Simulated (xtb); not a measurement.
xtb 6.7.1, GFN2-xTB: Ti(Cl)2(OH)(Me) ([CH3][Ti]([OH])([Cl])[Cl]), 9 atoms. The geometry is a generated start, not checked to be a minimum at this level.

- method = GFN2-xTB
- --acc = 1 (default)
- --etemp (K) = 300 (default)
- detailed input (--input) = none: ANC optimiser, Lindh (1995) Hessian, microcycle=20, maxdispl=1.0, hlow=0.01 (default)
- basis functions = 42
- valence electrons = 32

```xyz
9

Ti     0.8051    -0.0139    -0.3401
Cl     2.0659     1.2694     0.8163
Cl     1.6265    -1.9761    -0.1305
O      0.2050     0.4996    -1.8175
H     -0.2442     0.8108    -2.6049
C     -0.8850    -0.1283     0.8406
H     -1.2215     0.8732     1.1412
H     -0.6310    -0.6949     1.7534
H     -1.7208    -0.6398     0.3415
```

Charge 0 and multiplicity 1 are set for this test and not shown to be the ground state.

The structure is relaxed from this start with --opt LEVEL for the levels crude, sloppy, loose, lax, normal, tight, vtight, extreme, once each. Up to the end of the extreme run atoms move by at most 0.24 Å along an axis.

### Question
Which level is enough to come within 1 meV of the tightest end point?

### Answer
normal: 10 cycles against 22, ending 0.33 meV above.

```tsv
level	cycles	energy above the extreme run (meV)	gradient norm (eV/Å)
crude	1	4.5	0.13
sloppy	1	4.5	0.13
loose	1	4.5	0.13
lax	6	1.5	0.063
normal	10	0.33	0.033
tight	16	0.011	0.0072
vtight	18	under 0.01	0.0040
extreme	22	—	0.0021
```
